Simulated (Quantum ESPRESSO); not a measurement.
Quantum ESPRESSO is run on Na (Im-3m, 1 atom in the cell), and the run fails. The aim is a self-consistent single point with DFT, PBEsol, plane waves, PseudoDojo standard norm-conserving (PBESOL) pseudopotentials.

Cell that was meant: a = 3.6807 Å, b = 3.6807 Å, c = 3.6807 Å, α = 70.53°, β = 109.47°, γ = 70.53°.

Part of the input:

```fortran
  conv_thr = 1.0d-8
/
ATOMIC_SPECIES
Na    22.9898  nA.UPF
ATOMIC_POSITIONS {crystal}
Na    0.0000000000    0.0000000000    0.0000000000
K_POINTS {automatic}
```

Output (repeated stretches shortened):

```
 %%%%%%%%%%%%%%%%%%%%%%%%%%%%%%%%%%%%%%%%%%%%%%%%%%%%%%%%%%%%%%%%%%%%%%%%%%%%%%
     Error in routine readpp (1):
     file ./nA.UPF not found
 %%%%%%%%%%%%%%%%%%%%%%%%%%%%%%%%%%%%%%%%%%%%%%%%%%%%%%%%%%%%%%%%%%%%%%%%%%%%%%

     stopping ...
```

Question: From the messages shown, name the fault and mend the input.

Answer: The fault is a potential or basis that cannot be found. The input names a file or set that is not where the program looks, or that does not exist under that name. To fix it, correct the name or place the file. The program stopped before any SCF iteration.

The sound input it was made from differs as follows (other fixes are possible):
```diff
-Na    22.9898  nA.UPF
+Na    22.9898  Na.upf
```

With that input, the run converged in 5 iterations: free energy E − TS -1241.7161 eV; Fermi level (on the code's own zero) 1.45 eV; pressure -0.39 GPa (DFT, PBEsol, plane waves, PseudoDojo standard norm-conserving (PBESOL) pseudopotentials).

On the sound input: the starting cell comes from a database of computed structures (which also holds hypothetical and non-ambient phases and stackings), without a prior relaxation at this level. Its lattice was rescaled by a random factor within 2.5 % of one.
